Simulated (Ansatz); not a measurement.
**InPd3 under a change: uniaxial stress, 0.5 GPa compression along x**

Start from InPd3 in the Cu3Au type structure (space group Pm-3m, No. 221; a = 3.9699 Å; a cell from a computed database, its experimental status unchecked). Axes: x, y, z lie along the cube axes.

One thing is altered: uniaxial stress, 0.5 GPa compression along x; all other stress components relax to zero.

Computed with DFT with PBEsol, PAW potentials and a 420 eV plane-wave cutoff in Ansatz (an electronic-structure program), no spin-orbit coupling. Γ-centred 12×12×12 mesh, Fermi–Dirac width 0.05 eV.

```tsv
quantity	base	changed	shift
space group	Pm-3m (No. 221)	P4/mmm (No. 123)	–
shortest interatomic distance	2.807 Å	2.800 Å	-0.007 Å
energy relative to the base (free energy F)	0 meV/atom	+0.2 meV/atom	+0.2 meV/atom
band gap	zero	zero	–
strain response (xx, yy, zz) (rough)	–	(−0.88, +0.39, +0.39) %	–
```

Final structure:

```
CELL_PARAMETERS angstrom
      3.93507     0.00000     0.00000
      0.00000     3.98553     0.00000
      0.00000     0.00000     3.98553
ATOMIC_POSITIONS crystal
  In 0.00000 0.00000 0.00000
  Pd 0.50000 0.50000 0.00000
  Pd 0.50000 0.00000 0.50000
  Pd 0.00000 0.50000 0.50000
```

Without a gap, meshes like the base's 12×12×12 leave anisotropic stresses uncertain by several tenths of a GPa, and small strain energies with them. Beyond what the load breaks, stability against distortions was not tested. The base started in P4/mmm and relaxed to Pm-3m at this level. All final runs are without spin polarisation.
